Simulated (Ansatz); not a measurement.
The starting structures come from a database of crystals and need not be the phases stable at ambient conditions.

The decay constant κ of evanescent states in the gap governs leakage through a thin film.

Here is the system:

```
RbH2O4P
1.0
    7.57761     0.00000     0.00000
    0.00000     7.57761     0.00000
    3.78881    -3.78881     3.64476
Rb H P O
2 4 2 8
Direct
  0.50000   0.50000   0.00000
  0.75000   0.75000   0.50000
  0.12500   0.98767   0.25000
  0.98767   0.62500   0.75000
  0.62500   0.26233   0.25000
  0.26233   0.12500   0.75000
  0.00000   0.00000   0.00000
  0.25000   0.25000   0.50000
  0.96918   0.97943   0.24355
  0.97943   0.78727   0.75645
  0.78727   0.26412   0.24355
  0.26412   0.96918   0.75645
  0.28082   0.98588   0.25645
  0.27057   0.28082   0.74355
  0.46273   0.27057   0.25645
  0.98588   0.46273   0.74355
```

Space group of this cell: I-42d. The cell was relaxed by PBE-D3(BJ); by PBEsol its mean pressure is -0.8 GPa.

Transport runs along the normal of the first two printed cell vectors, the (001) plane of the conventional cell.

The gap is the functional's own. No spin-orbit coupling. Mid-gap values are interpolated on the energy grid.

**Question.** Predict the band gap and the smallest decay constant κ at mid-gap from PBEsol in Ansatz (a quantum-chemistry and plane-wave program).

**Answer.** Gap 5.51 eV on a 8×8×8 mesh; κ = 0.485 1/Å, at the zone centre.
